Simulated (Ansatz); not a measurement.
Ansatz (an electronic-structure program) run on Se (R-3, 6 atoms in the cell): dielectric-response calculation.

Method: LDA (PW92), default PAW files made with PBE (plane waves; Ansatz).

```
CELL_PARAMETERS angstrom
      5.68360     3.28143     1.62124
     -5.68360     3.28143     1.62124
      0.00000    -6.56286     1.62124
ATOMIC_POSITIONS crystal
  Se 0.84914 0.72591 0.09273
  Se 0.15086 0.27409 0.90727
  Se 0.09273 0.84914 0.72591
  Se 0.90727 0.15086 0.27409
  Se 0.72591 0.09273 0.84914
  Se 0.27409 0.90727 0.15086
```

Reference input (self-consistent single point, DFT, LDA (PW92), plane waves, default PAW files made with PBE): basis.ecutwfc = 30.9 Ry; kpoints.mp_grid.grid = 4 4 4; hamiltonian.xc = lda; hamiltonian.pseudopotentials = {kind: paw} (the program's default PAW files); scf.occupations.method = fermi_dirac; scf.occupations.width = 0.0037 Ry. This run's input differs from it in these lines:

Ansatz 0.2 input:
```diff
@@ -15,3 +15,3 @@
 kpoints:
-  mp_grid: { grid: [4, 4, 4] }
+  mp_grid: { grid: [6, 6, 6] }
 hamiltonian:
@@ -20,7 +20,4 @@
 scf:
-  occupations: { method: fermi_dirac, width: 0.0037 Ry }
-output:
-  forces: true
-  eigenvalues: true
-  stress: true
+  occupations: { method: fixed }
+dielectric: {}
```

Output, abridged:

```
SCF iter   1: F=—  HF=-32298.842152 eV  |F-HF|=—  |Δ(HF+E_count)|=         —  Δρ=4.53e-3  dr2=1.81e-2  ethr=1.77e-3  ⟨swp⟩=5.0  Hψ=22693  notcnv=0  defer=880
all-band conjugate gradients solve this SCF's bands
preconditioner: auto → Resta (q_TF=auto, 2.454 Å⁻¹)
SCF iter   2: F=—  HF=-32298.838997 eV  |F-HF|=—  |Δ(HF+E_count)|=   3.16e-3  Δρ=2.50e-3  dr2=5.88e-3  ethr=1.88e-5  ⟨swp⟩=2.0  Hψ=7729  notcnv=0  defer=895
   [... lines left out ...]
SCF iter   6: F=—  HF=-32298.838778 eV  |F-HF|=—  |Δ(HF+E_count)|=   4.22e-5  Δρ=7.37e-6  dr2=1.69e-7  ethr=1.96e-9  ⟨swp⟩=2.0  Hψ=11424  notcnv=0  defer=448
SCF iter   7: F=—  HF=-32298.838778 eV  |F-HF|=—  |Δ(HF+E_count)|=   5.37e-8  Δρ=2.02e-6  dr2=1.64e-8  ethr=1.76e-10  ⟨swp⟩=2.0  Hψ=11424  notcnv=0  defer=448
SCF iter   8: F=—  HF=-32298.838778 eV  |F-HF|=—  |Δ(HF+E_count)|=   6.62e-9  Δρ=5.66e-7  dr2=1.07e-9  ethr=1.71e-11  ⟨swp⟩=2.0  Hψ=7392  notcnv=0  defer=448
SCF iter   9: F=-32298.838778 eV  HF=-32298.838778 eV  |F-HF|=3.27e-11  |Δ(HF+E_count)|=  5.86e-10  Δρ=1.33e-7  dr2=4.69e-11  ethr=1.00e-12  ⟨swp⟩=9.7  Hψ=27349  notcnv=0
SCF 1 converged in 9 iterations: F = -32298.838778 eV  dr2 = 4.69e-11
DFPT response loops at Γ: preconditioner auto → none (the input reference at scf.mixing.eps_inf says where Resta's filter doesn't serve); β = 0.50 …
WARN: field response: the 6×6×6 k-mesh looks too coarse for the field response at k = (0.0000, -0.5000, -0.5000), direct gap 1.672 eV …
Free energy (F): -32298.838778 eV
   [... lines left out ...]
Fermi energy:    4.933833 eV
   [... lines left out ...]
         1.35177    0.37821    0.81259
         0.20013    0.37180    0.00000
    site 5:
        -0.37821    1.35177    0.36127
         1.35177    0.37821    0.81259
         0.20013    0.37180    0.00000
  Z* charge neutrality: 1.856e-5 e pre-enforcement
  k-mesh period / interband length: 40.6 Å / 2.91 Å = 13.96 at k = (0.0000, -0.5000, -0.5000), direct gap 1.672 eV — UNDER 14: by this measure the k-mesh is too coarse for the response
```

The run converged in 9 iterations. 

Summary of the result:
| Property | Value |
|---|---|
| Free energy E − TS (on the zero of these files) | -32298.8388 eV |
| Top of the valence band (on the code's own zero) | 4.93 eV |
| Gap on the k-point mesh | 1.33 eV |
| ε∞ at this k-point mesh, which may be far from converged in small-gap cells (xx, yy, zz) | 11.6, 11.6, 5.30 |
| Born charges at this mesh (mean of the diagonal, e) | Se 0.00, Se 0.00, Se 0.00, Se 0.00, Se 0.00, Se 0.00 |

The starting cell comes from a database of computed structures (which also holds hypothetical and non-ambient phases and stackings), without a prior relaxation at this level. Its lattice was rescaled by up to half a per cent.

Cost on one core of a shared machine: roughly 20 min.
